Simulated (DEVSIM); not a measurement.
System: illuminated GaSb p-on-n cell, one wavelength, at 300 K.

| layer (left to right) | material | thickness (μm) | Nd (cm⁻³) | Na (cm⁻³) | τn (s) | τp (s) | absorption coefficient (cm⁻¹) |
|---|---|---|---|---|---|---|---|
| 1 | GaSb | 0.170 | - | 6.1e17 | 8.2e-11 | 2.6e-9 | 9100 |
| 2 | GaSb | 1.20 | 1.2e15 | - | 5.1e-9 | 5.1e-9 | 9100 |

Left contact: ohmic, minority electron recombination velocity 300 cm/s. Right contact: ohmic, minority hole recombination velocity 200 cm/s. Voltage is applied to the left contact. Recombination: SRH at mid-gap, radiative, Auger. Light enters at the left, 8.1e17 photons cm⁻² s⁻¹, one pass, no reflection. Mobility is μmin + (μ − μmin)/(1 + (N/Nref)^α).

This is a model device: material constants are rounded textbook-type values typed into the input, and sizes, dopings and lifetimes were drawn at random. Values at 300 K.

```
parameter        GaSb
-------------  ------
gap (eV)        0.726
affinity (eV)    4.06
permittivity     15.7
Nc (cm⁻³)      2.1e17
Nv (cm⁻³)      1.8e19
μn (cm²/Vs)      5000
μp (cm²/Vs)       850
μn,min           1000
μp,min            190
Nref,n         2.8e17
Nref,p           9e17
αn               1.05
αp               0.65
B (cm³/s)       1e-10
Cn (cm⁶/s)      5e-30
Cp (cm⁶/s)      5e-30
```

Model (solved in DEVSIM): 1D drift-diffusion, Boltzmann statistics, complete ionisation; no tunnelling, impact ionisation, image-force lowering or self-heating.

Question: Tabulate band edges, carrier densities and field at zero bias, in the dark.

Answer: Energies count from the Fermi level of the right contact; mesh points crowd at the junctions.

```json
[
 {"x (μm)": "0.000", "Ec (eV)": "0.638", "Ev (eV)": "-0.087", "n (cm⁻³)": "3900000", "p (cm⁻³)": "6.1e17", "field (V/cm)": "≈ 0"},
 {"x (μm)": "0.01277", "Ec (eV)": "0.638", "Ev (eV)": "-0.087", "n (cm⁻³)": "3900000", "p (cm⁻³)": "6.1e17", "field (V/cm)": "≈ 0"},
 {"x (μm)": "0.03033", "Ec (eV)": "0.638", "Ev (eV)": "-0.087", "n (cm⁻³)": "3900000", "p (cm⁻³)": "6.1e17", "field (V/cm)": "≈ 0"},
 {"x (μm)": "0.05450", "Ec (eV)": "0.638", "Ev (eV)": "-0.087", "n (cm⁻³)": "3900000", "p (cm⁻³)": "6.1e17", "field (V/cm)": "≈ 0"},
 {"x (μm)": "0.09803", "Ec (eV)": "0.638", "Ev (eV)": "-0.088", "n (cm⁻³)": "3900000", "p (cm⁻³)": "6.1e17", "field (V/cm)": "≈ 0"},
 {"x (μm)": "0.1270", "Ec (eV)": "0.638", "Ev (eV)": "-0.088", "n (cm⁻³)": "3900000", "p (cm⁻³)": "6.1e17", "field (V/cm)": "-45"},
 {"x (μm)": "0.1480", "Ec (eV)": "0.638", "Ev (eV)": "-0.088", "n (cm⁻³)": "4100000", "p (cm⁻³)": "5.9e17", "field (V/cm)": "-1400"},
 {"x (μm)": "0.1677", "Ec (eV)": "0.619", "Ev (eV)": "-0.107", "n (cm⁻³)": "8400000", "p (cm⁻³)": "2.9e17", "field (V/cm)": "-29000"},
 {"x (μm)": "0.1792", "Ec (eV)": "0.584", "Ev (eV)": "-0.142", "n (cm⁻³)": "3.2e7", "p (cm⁻³)": "7.5e16", "field (V/cm)": "-24000"},
 {"x (μm)": "0.1976", "Ec (eV)": "0.550", "Ev (eV)": "-0.176", "n (cm⁻³)": "1.2e8", "p (cm⁻³)": "2.0e16", "field (V/cm)": "-15000"},
 {"x (μm)": "0.2260", "Ec (eV)": "0.514", "Ev (eV)": "-0.212", "n (cm⁻³)": "4.9e8", "p (cm⁻³)": "4.9e15", "field (V/cm)": "-11000"},
 {"x (μm)": "0.2908", "Ec (eV)": "0.449", "Ev (eV)": "-0.277", "n (cm⁻³)": "5.9e9", "p (cm⁻³)": "4.1e14", "field (V/cm)": "-9100"},
 {"x (μm)": "0.3693", "Ec (eV)": "0.383", "Ev (eV)": "-0.343", "n (cm⁻³)": "7.7e10", "p (cm⁻³)": "3.1e13", "field (V/cm)": "-7900"},
 {"x (μm)": "0.4901", "Ec (eV)": "0.298", "Ev (eV)": "-0.428", "n (cm⁻³)": "2.1e12", "p (cm⁻³)": "1.2e12", "field (V/cm)": "-6200"},
 {"x (μm)": "0.7421", "Ec (eV)": "0.185", "Ev (eV)": "-0.541", "n (cm⁻³)": "1.6e14", "p (cm⁻³)": "1.5e10", "field (V/cm)": "-2800"},
 {"x (μm)": "0.9556", "Ec (eV)": "0.147", "Ev (eV)": "-0.579", "n (cm⁻³)": "7.1e14", "p (cm⁻³)": "3.4e9", "field (V/cm)": "-930"},
 {"x (μm)": "1.109", "Ec (eV)": "0.138", "Ev (eV)": "-0.588", "n (cm⁻³)": "1.0e15", "p (cm⁻³)": "2.4e9", "field (V/cm)": "-340"},
 {"x (μm)": "1.209", "Ec (eV)": "0.136", "Ev (eV)": "-0.590", "n (cm⁻³)": "1.1e15", "p (cm⁻³)": "2.2e9", "field (V/cm)": "-180"},
 {"x (μm)": "1.292", "Ec (eV)": "0.134", "Ev (eV)": "-0.592", "n (cm⁻³)": "1.2e15", "p (cm⁻³)": "2.1e9", "field (V/cm)": "-120"},
 {"x (μm)": "1.328", "Ec (eV)": "0.134", "Ev (eV)": "-0.592", "n (cm⁻³)": "1.2e15", "p (cm⁻³)": "2.0e9", "field (V/cm)": "-110"},
 {"x (μm)": "1.351", "Ec (eV)": "0.134", "Ev (eV)": "-0.592", "n (cm⁻³)": "1.2e15", "p (cm⁻³)": "2.0e9", "field (V/cm)": "-110"},
 {"x (μm)": "1.370", "Ec (eV)": "0.134", "Ev (eV)": "-0.592", "n (cm⁻³)": "1.2e15", "p (cm⁻³)": "2.0e9", "field (V/cm)": "-100"}
]
```
